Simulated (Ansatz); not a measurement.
**AlN under a change: uniaxial stress, 1 GPa tension along z**

The reference is AlN in the wurtzite structure (space group P6_3mc, No. 186; a = 3.107 Å, c = 4.978 Å). Axes: x lies along a and z along c of the hexagonal cell.

One thing is altered: uniaxial stress, 1 GPa tension along z, with the cell and atoms free to relax against it.

All numbers come from DFT with r2SCAN, PAW potentials and a 500 eV plane-wave cutoff in Ansatz (a first-principles code), without spin-orbit coupling, earlier PAW set. Settings: 12×12×7 k-points, 0.05 eV Fermi–Dirac smearing.

```tsv
quantity	base	changed	shift
volume per atom	10.40 Å³	10.42 Å³	+0.02 Å³
space group	P6_3mc (No. 186)	P6_3mc (No. 186)	–
energy relative to the base (free energy F)	0 meV/atom	+0.1 meV/atom	+0.1 meV/atom
band gap	4.87 eV	4.87 eV	0.00 eV
gap character	direct at Γ	direct at Γ	–
valence-band top at Γ (three highest levels, from the VBM)	0.00, -0.22, -0.22 eV	0.00, -0.19, -0.19 eV	–
strain response (xx, yy, zz)	–	(−0.05, −0.05, +0.29) %	–
```

Cost of the whole job for the changed cell (relaxation, final SCF and bands): roughly 50 core-seconds.

Stability under load was not tested beyond the relaxation.
